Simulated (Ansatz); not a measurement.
**Rh under a change: Li interstitial (started 1.92 Å from the nearest host atom), symmetric start**

Take an 8-atom supercell of Rh in the fcc (Cu type) structure (space group Fm-3m, No. 225; a = 3.8303 Å) at its relaxed geometry as the base.

It is then changed as follows: a neutral Li interstitial (started 1.92 Å from the nearest host atom), symmetric start, atoms relaxed at fixed cell.

Level of theory: PBE in Ansatz (plane waves to 420 eV, PAW, no spin-orbit coupling), earlier PAW set. Γ-centred 8×8×8 mesh, Fermi–Dirac width 0.05 eV.

```json
[
 {"quantity": "pressure", "base": "0.1 GPa", "changed": "25.6 GPa", "shift": "+25.5 GPa"},
 {"quantity": "largest displacement of a host atom from its site in the perfect cell", "base": "–", "changed": "0.12 Å", "shift": "–"},
 {"quantity": "final site of the added atom", "base": "–", "changed": "6 Rh at 2.03 Å (octahedral)", "shift": "–"}
]
```

Final structure:

```
LiRh8
1.0
    0.00000     3.83026     3.83026
    3.83026     0.00000     3.83026
    3.83026     3.83026     0.00000
Rh Li
8 1
Cartesian
  0.00000   0.00000   0.00000
  1.91513   1.91513  -0.11825
  1.91513  -0.11825   1.91513
  3.94851   1.91513   1.91513
 -0.11825   1.91513   1.91513
  1.91513   3.94851   1.91513
  1.91513   1.91513   3.94851
  3.83026   3.83026   3.83026
  1.91513   1.91513   1.91513
```

The cell is small, so the values are those of an ordered compound at a high defect concentration; dilute-limit values will differ. The defect started on the symmetric site and kept its symmetry, so it may sit on a saddle. All final runs are without spin polarisation. An odd electron count without spin: LiRh8. The defect cell is not spin-polarised.

Ansatz is a first-principles code.
